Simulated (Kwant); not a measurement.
Device: zigzag graphene ribbon with Haldane second-neighbour hopping. 20 zigzag chains, bond 0.142 nm, hopping 2.7 eV, scattering region 6.7 nm long; sites with one neighbour are removed; energy swept from -2.88 to 2.88 eV from the neutrality point. Staggered potential ±Δ on the two sublattices, Δ = 1.2 eV. Second-neighbour term iλ/(3√3) ν with λ = 0.84 eV, a model term that the material doesn't have.

The device is made up for the run: typed textbook-type constants, with dimensions and the other settings drawn at random.

Model: nearest-neighbour tight-binding model of a honeycomb sheet with an imaginary second-neighbour term, one spin, coherent transport at 0 K (Kwant). Conductance is in e²/h.

### Question
Is the sheet in its topological phase, how wide is its bulk gap, and what conductance is due inside it?

### Answer
At the two valleys the masses are λ ± Δ = 2.04 and -0.360 eV; the bulk gap is 2|λ − Δ| = 0.720 eV. λ < Δ, so the phase is trivial, and the gap gives G = 0. Simulated at 0.0960 eV: 0 e²/h.
